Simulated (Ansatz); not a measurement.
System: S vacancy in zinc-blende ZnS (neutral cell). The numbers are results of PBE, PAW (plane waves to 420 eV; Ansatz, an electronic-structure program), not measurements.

Cell of 64 host sites held at the relaxed PBE lattice; the Γ point alone; Fermi-Dirac width 0.01 eV, spin-restricted; finite-size errors left in. Energies are static. The charge state is imposed; whether it is stable for some Fermi level was not computed. Forms of the defect that were not tried may lie lower.

Barriers: single points on a 2×2×2 k-point mesh shifted by half a step at the bands' geometries (they differ from the bands' own by up to 0.69 eV, and are uncertain by about as much).

Relaxed starting cell (atoms counted from 1):

```xyz
63
Lattice="10.8872 0.0000 0.0000 0.0000 10.8872 0.0000 0.0000 0.0000 10.8872" Properties=species:S:1:pos:R:3 pbc="T T T"
Zn     0.0031     0.0032     0.0141
Zn     0.1155     0.1128     5.3405
Zn     0.0063     5.4289     0.0228
Zn     0.0035     5.4368     5.4484
Zn     5.4191     0.0123     0.0287
Zn     5.4325     0.0033     5.4480
Zn     5.4394     5.4453     0.0063
Zn     5.4179     5.4218     5.4380
S      1.3594     1.3637     9.5314
S      1.3594     6.8068     4.0875
S      1.3622     6.8065     9.5318
S      6.8010     1.3638     4.0876
S      6.7997     1.3645     9.5318
S      6.7996     6.8065     4.0871
S      6.8031     6.8073     9.5311
Zn     0.1387     2.5973     2.8528
Zn     0.0052     2.7255     8.1624
Zn     0.0054     8.1766     2.7265
Zn     0.0058     8.1832     8.1554
Zn     5.4338     2.7248     2.7267
Zn     5.4179     2.7143     8.1452
Zn     5.4181     8.1931     2.7371
Zn     5.4385     8.1690     8.1690
S      1.3597     4.0441     1.4070
S      1.3670     4.0291     6.7528
S      1.3670     9.5858     1.4218
S      1.3598     9.5683     6.7704
S      6.8059     4.0804     1.3713
S      6.8009     4.0779     6.8013
S      6.8013     9.5368     1.3736
S      6.8044     9.5343     6.8039
Zn     2.5635     0.1753     2.8920
Zn     2.7221     0.0085     8.1644
Zn     2.7217     5.4403     2.7303
Zn     2.7095     5.4209     8.1442
Zn     8.1694     0.0083     2.7298
Zn     8.1799     0.0103     8.1547
Zn     8.1839     5.4274     2.7359
Zn     8.1644     5.4434     8.1676
S      4.0324     1.3611     1.4148
S      4.0295     1.3683     6.7568
S      4.0750     6.8113     1.3723
S      4.0745     6.8041     6.8021
S      9.5727     1.3681     1.4129
S      9.5676     1.3614     6.7672
S      9.5320     6.8067     1.3729
S      9.5315     6.8074     6.8030
Zn     2.7213     2.7216     0.0102
Zn     2.5598     2.5548     5.2755
Zn     2.7096     8.1937     0.0302
Zn     2.7214     8.1741     5.4427
Zn     8.1836     2.7163     0.0237
Zn     8.1694     2.7219     5.4432
Zn     8.1646     8.1701     0.0081
Zn     8.1804     8.1839     5.4406
S      4.0309     4.0345     4.0906
S      4.0752     4.0795     9.5272
S      4.0294     9.5819     4.0831
S      4.0747     9.5358     9.5343
S      9.5734     4.0378     4.0835
S      9.5317     4.0792     9.5317
S      9.5684     9.5724     4.0902
S      9.5312     9.5352     9.5313
```

End state 1 differs by these moves (Å; atoms that move under 0.08 Å are left out):

```csv
atom,element,Δx,Δy,Δz
2,Zn,-0.12,-0.10,0.11
4,Zn,0.15,-0.16,0.17
9,S,-0.01,0.06,-0.06
16,Zn,-0.14,0.13,-0.12
17,Zn,0.15,0.17,-0.16
25,S,-0.01,-2.62,-2.62
32,Zn,0.15,-0.15,-0.15
35,Zn,-0.11,-0.08,-0.08
49,Zn,0.02,0.30,0.30
```

Estimate the forward and backward barriers to end state 1 that PBE, PAW returns for this input.

forward 2.75 eV, backward 2.75 eV; at the saddle point atom 25 has neighbours Zn at 2.23, 2 Zn at 2.68, 2 Zn at 2.69 Å. The saddle point's order was not checked, and it lies on a symmetry element of the cell, where a band can be held.
